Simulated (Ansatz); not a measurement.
We consider antifluorite Sn2Ir, described by LDA (Ansatz, a quantum-chemistry and plane-wave program, plane waves, PAW).

Run with plane-wave cutoff 500 eV, 16×16×16 k mesh, Fermi–Dirac smearing 0.1 eV, no spin polarisation, scalar-relativistic PAW data made under PBE.

Computed at the level's own relaxed cell.

Problem. What does this level give for the equilibrium volume per atom and lattice constant a?

Solution. 
- equilibrium volume per atom: 20.87 Å³/atom
- lattice constant a: 6.304 Å

The run finds no gap.

Spin–orbit coupling is not included.

Static lattice: no zero-point or thermal effects.

It cost very roughly 90 core-seconds of CPU time.
